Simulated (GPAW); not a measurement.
## Equation of state of rutile-structure ZnF2 (space group 136): energy against volume (GPAW, LDA)

```
CELL_PARAMETERS angstrom
      4.51720     0.00000     0.00000
      0.00000     4.51720     0.00000
      0.00000     0.00000     3.00827
ATOMIC_POSITIONS crystal
  Zn 0.00000 0.00000 0.00000
  Zn 0.50000 0.50000 0.50000
  F  0.30300 0.30300 0.00000
  F  0.80300 0.19700 0.50000
  F  0.19700 0.80300 0.50000
  F  0.69700 0.69700 0.00000
```

Level of theory: LDA (Perdew-Wang 92), GPAW PAW datasets LDA (gpaw-data 1.0.1) (plane waves; GPAW 25.7.0). Settings: mode = pw; ecut = 1040 eV; xc = LDA; kpts = 7 7 11; mesh shift (steps) = 0 0 0; occupations.name = fermi-dirac; occupations.width = 0.01 eV; nbands = -6; convergence.bands = -4; symmetry.symmorphic = false; symmetry.tolerance = 0.0005; maxiter = 120. The cell above is the first row's. The rows scale it uniformly. In all rows fractional positions and the k mesh are held. E is the free energy at the stated smearing, counted from the lowest row.

| V (Å^3/atom) | E (meV/atom) |
|---|---|
| 10.231 | 23.99 |
| 10.453 | 11.19 |
| 10.675 | 3.37 |
| 10.898 | 0.00 |
| 11.120 | 0.54 |
| 11.343 | 4.65 |
| 11.565 | 11.92 |
| 11.788 | 22.02 |
| 12.010 | ? |

Question: Fit E against V with the third-order Birch-Murnaghan form, a cubic in V^(-2/3), and predict the withheld value at V = 12.010.

Answer: With u = V^(-2/3) - 0.202, the rows have u = 0.010188, 0.007173, 0.004263, 0.001440, -0.001277, -0.003917, -0.006460, -0.008934. Least squares gives E = -0.189 - 251.58·u + 253596·u² + 392671·u³. Residuals (row less fit): 0.005, -0.009, -0.008, 0.024, -0.005, -0.014, 0.007, 0.000; standard error 0.016 (degrees of freedom: 4). Its minimum lies at u = 0.000495, so V0 = (0.202495)^(-3/2) = 10.97. There d²E/du² = 508400 and d³E/du³ = 2356000, so B0 = (4/9) × 10.97^(-7/3) × 508400 × 0.160218 = 135 GPa (the last factor turns the table's units into GPa), and B0' = 4 + (2/3) × 0.202495 × (2356000)/508400 = 4.6. The program's pressures in the fitted runs (not shown) pass through zero at V = 10.88, 0.89 % from this V0. At the withheld row, u = -0.011320, so E = -0.189 - 251.58 × (-0.011320) + 253596 × (-0.011320)² + 392671 × (-0.011320)³ = 34.586 meV/atom. The calculation gives 34.63 meV/atom, 0.044 meV/atom above the prediction (0.1 % of the range of E in the table). The row lies outside the fitted rows, so this is an extrapolation. From the scatter of the fitted rows alone, a prediction at this place has a standard error of 0.038 meV/atom, so the miss is 1.1 times that.

Carrying the step between the two nearest rows on in a straight line would have given 32.07, off by 2.56; series whose last step already gives the withheld value aren't shown. The scan was laid around a cell of about the measured size, scaled by a guess for this functional; axis ratios and inner coordinates come from that cell. The runs keep the symmetry of the cell, so they don't test it for distortions. The shape of the cell and the inner coordinates aren't relaxed, so V0 and B0 belong to this uniform scaling; a relaxed crystal lies no higher in energy and is usually softer (forces reach 0.14 eV/Å in these rows). Cutoffs and mesh are single choices, not tested for convergence of this quantity. Series with a scatter that would blur these digits, or in which a gap closes, are not shown. Nor are scans whose minimum lies at an end fitted in this form.
